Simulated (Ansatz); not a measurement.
The parent structure is GaP in the zinc blende structure (space group F-43m, No. 216).

```xyz
2
Lattice="0.0000 2.7257 2.7257 2.7257 0.0000 2.7257 2.7257 2.7257 0.0000" Properties=species:S:1:pos:R:3 pbc="T T T"
Ga     0.0000     0.0000     0.0000
P      1.3628     1.3628     1.3628
```

Cartesian axes are those of the cell as printed.

All numbers come from r2SCAN (Ansatz, a quantum-chemistry and plane-wave program), without spin-orbit coupling.

Before the change:

| Item | Result |
|---|---|
| Valence-band top at Γ | 0.00, 0.00, 0.00 eV |
| Band gap | 1.85 eV |

It is then changed as follows: tensor shear ε_xy = +0.86 % (engineering shear γ = 0.0172), atoms relaxed at fixed cell.

Question: How does this affect the energy relative to the base, valence-band top at Γ, band gap and stress?

Answer: The energy goes up by 1.4 meV/atom; the valence-band top at Γ (three highest levels, from the VBM) changes from 0.00, 0.00, 0.00 eV to 0.00, -0.07, -0.14 eV; the band gap falls by 0.10 eV, from 1.85 eV to 1.75 eV; the stress (xx, yy, zz, yz, xz, xy; compression positive) amounts to (0.02, 0.02, 0.00, 0.00, 0.00, -1.26) GPa.

The cells carry an imposed strain or load. Whether these cells are dynamically stable was not tested.
